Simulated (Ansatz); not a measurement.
## A computed series for HfB2: response to strain

Take HfB₂ (space group P6/mmm, No. 191; a = 3.146 Å, c = 3.486 Å; relaxed with 0.1 eV smearing) as the base.

Strains are applied to the cell and any free atomic positions relax.

Level of theory: PBE/PAW in Ansatz (a first-principles code), spin-orbit coupling left out.

Notes on the quantities. pressure: mean of the normal stresses, compression positive; energy relative to the base: free energy F.

| change | pressure | energy relative to the base | volume per atom |
|---|---|---|---|
| base | 0.0 GPa | 0 meV/atom | 9.96 Å³ |
| isotropic strain −2.50 % | 22.0 GPa | +47 meV/atom | 9.23 Å³ |
| isotropic strain −2.00 % | 17.0 GPa | +30 meV/atom | 9.37 Å³ |
| isotropic strain −1.50 % | 12.4 GPa | +16 meV/atom | 9.52 Å³ |
| isotropic strain −1.00 % | 8.0 GPa | +7.2 meV/atom | 9.66 Å³ |
| isotropic strain +0.50 % | -3.6 GPa | +1.7 meV/atom | 10.11 Å³ |
| isotropic strain +1.50 % | -10.2 GPa | +15 meV/atom | 10.41 Å³ |
| isotropic strain +2.00 % | -13.2 GPa | +26 meV/atom | 10.57 Å³ |
| isotropic strain +2.50 % | … | … | 10.72 Å³ |
| isotropic strain +3.00 % | -18.6 GPa | +58 meV/atom | 10.88 Å³ |

Task: Complete the table.

Result: 
- isotropic strain +2.50 %, pressure: -16.0 GPa
- isotropic strain +2.50 %, energy relative to the base: +41 meV/atom

Whether these cells are dynamically stable was not tested. All final runs are without spin polarisation.
